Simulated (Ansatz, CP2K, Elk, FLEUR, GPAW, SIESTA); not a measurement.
## One structure in several programs: I (Cmce, 4 atoms in the cell)

Self-consistent single point.

```xyz
4
Lattice="2.3950 -3.6350 0.0000 2.3950 3.6350 0.0000 0.0000 0.0000 9.7900" Properties=species:S:1:pos:R:3 pbc="T T T"
I      4.0523     0.0000     8.6446
I      3.1327     0.0000     3.7496
I      1.6573     0.0000     6.0404
I      0.7377     0.0000     1.1454
```

Shared settings, as Ansatz (a quantum-chemistry and plane-wave program) writes them: kpoints.mp_grid.grid = 3 3 2; scf.occupations.method = fermi_dirac; scf.occupations.width = 0.02 eV. Potentials and cutoffs stand in the table.

```
code                                                                                                                       model  pressure (GPa)  largest force (eV/Å)  gap on the mesh (eV)           cutoff
------  ------------------------------------------------------------------------------------------------------------------------  --------------  --------------------  --------------------  ---------------
CP2K                                        LDA (Pade form), GPW, DZVP-MOLOPT-SR-GTH basis, GTH-PADE potentials (GTH_POTENTIALS)           -0.55                 0.809                 1.080      grid 400 Ry
SIESTA  LDA PW92, numerical atomic orbitals DZP, PseudoDojo LDA standard norm-conserving potentials (rewritten from UPF to PSML)           -1.90                 0.933                 1.027      grid 400 Ry
Elk                        LDA (PW92), all-electron FP-LAPW, Elk's shipped species files, APW+lo basis with extra local orbitals               –                     –                 1.184       rgkmax 7.5
GPAW                                                               LDA (Perdew-Wang 92), GPAW PAW datasets LDA (gpaw-data 1.0.1)           -1.40                 0.513                 1.154           600 eV
FLEUR                                               LDA (Perdew-Zunger), all-electron FLAPW (FLEUR), scalar-relativistic valence               –                 0.411                 1.178  Kmax 4.2 1/bohr
Ansatz                                                                               LDA (PW92), default PAW files made with PBE           -1.65                 0.384                 1.177          default
```

A dash marks a value that a program does not give, or that is left out as unsure.

Gaps are read on the mesh.

On Ansatz's run: spin-orbit coupling is off.

The spread over the programs that give each value: pressure within 1.35 GPa; largest force within 0.549 eV/Å; gap on the mesh within 0.157 eV.

CP2K and SIESTA use small atom-centred bases, whose incompleteness enters pressures, forces and empty levels differently from a plane-wave cutoff. Elk and FLEUR treat all electrons, but the usual bases taken here (sphere radii, linearisation, local orbitals, empty states) were not tested for convergence, so the values are no reference for the others. Ansatz's pressure is given at a fixed set of plane waves, as the other plane-wave codes print theirs; with its correction for the finite basis it is -1.62 GPa. In the gap, SIESTA (by 0.139) lies more than 0.12 eV from the median of the plane-wave programs. In the force vectors, CP2K (by 0.365) and SIESTA (by 0.489) lie more than 0.08 eV/Å from the median of the plane-wave programs.

The starting cell has typed, rounded lattice constants, without a prior relaxation at this level.

Left out of this page: ABINIT (with a known weakness of the program).

Keys are those of Ansatz 0.2.
